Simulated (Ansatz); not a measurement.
## How far a parabola holds: energy against volume of antifluorite K2S

We consider antifluorite K2S, described by PBE in Ansatz (PAW). Run with plane-wave cutoff 520 eV, 8×8×8 k mesh, Fermi–Dirac smearing 0.01 eV, scalar-relativistic PAW data made under PBE. The cell has no free parameter but its volume, all volumes share cutoff and mesh, and the runs aren't spin-polarised. Energies are free energies at the run's smearing, counted from the lowest row; static lattice.

```
V (Å³/atom)  E (meV/atom)
-----------  ------------
32.557                  ?
33.250               3.40
33.943               0.82
34.635               0.00
35.328               0.76
36.021               2.94
```

### Question
Fit E against V with a parabola, and predict the withheld value at V = 32.557.

### Answer
With u = V - 34.6, the rows have u = -1.3500, -0.6570, 0.0350, 0.7280, 1.4210. Least squares gives E = 0.006 - 0.2588·u + 1.6520·u². Residuals (row less fit): 0.034, -0.069, 0.001, 0.067, -0.034; standard error 0.076 (degrees of freedom: 2). The fitted curve has its minimum at V = 34.7, where E = 0.00. Its curvature is d²E/dV² = 2 × 1.6520 meV/Å⁶, so B = V0·d²E/dV² × 0.1602 = 18.4 GPa. At the withheld row, u = -2.0430, so E = 0.006 - 0.2588 × (-2.0430) + 1.6520 × (-2.0430)² = 7.430 meV/atom. The calculation gives 7.95 meV/atom, 0.520 meV/atom above the prediction (6.5 % of the range of E in the table). The row lies outside the fitted rows, so this is an extrapolation. From the scatter of the fitted rows alone, a prediction at this place has a standard error of 0.180 meV/atom, so the miss is 2.9 times that.

The residuals are curvature that a parabola lacks, not noise. A solid that stiffens under compression and softens on expansion lies above the parabola at the compressed end and under it at the expanded end, as this row does. A third-order Birch-Murnaghan fit to the whole scan has B0 = 18.3 GPa. Only scans are tabulated whose curvature falls smoothly with volume, and where the parabola meets the shown rows within 5 % of their range and misses the end by 0.1 meV or more.

Ansatz is a first-principles code.
